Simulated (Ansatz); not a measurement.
We consider 1T (CdI2-type) PtTe2, described by LDA (Ansatz, a quantum-chemistry and plane-wave program, PAW).

Numerical settings: plane-wave cutoff 520 eV, 12×12×8 k mesh (along the axes of the cell as run), Fermi–Dirac smearing 0.1 eV, perturbation theory, force constants from a 6×6×2 q mesh, scalar-relativistic PAW data made under PBE.

Computed at the level's own relaxed cell. Harmonic vibrational thermodynamics at fixed volume:

```tsv
T (K)	S_vib (J/K per mol of atoms)	C_V (J/K per mol of atoms)	F_vib (eV/atom)
0	0.00	0.00	0.0232
100	15.51	18.96	0.0169
200	30.37	23.19	-0.0075
300	39.99	24.14	-0.0443
400	46.99	24.49	-0.0895
800	64.11	24.83	-0.3238
900	67.03	24.85	-0.3918
```

The crystal is taken as a harmonic solid at every temperature: melting, phase changes and thermal expansion are not seen, nor the electrons' share in a metal.
